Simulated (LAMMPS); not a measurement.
Melts of Al (fcc) with 50 % of Al sites Cu cooled to 300 K at several rates.

Computed with classical MD, pair style eam/alloy, file AlCu.eam.alloy; code LAMMPS.

```csv
cooling rate (K/s),state,density,coordination number of Al by Cu,rough cost
1e+12,glass,5.22 g/cm³ (one sample),7.31 (counted to 3.58 Å),70 core-minutes
1e+13,glass,5.22 g/cm³ (one sample),7.22 (counted to 3.54 Å),9 core-minutes
1e+14,glass,5.21 g/cm³ (one sample),7.10 (counted to 3.54 Å),4 core-minutes
```

Costs are rough and include melting and analysis.
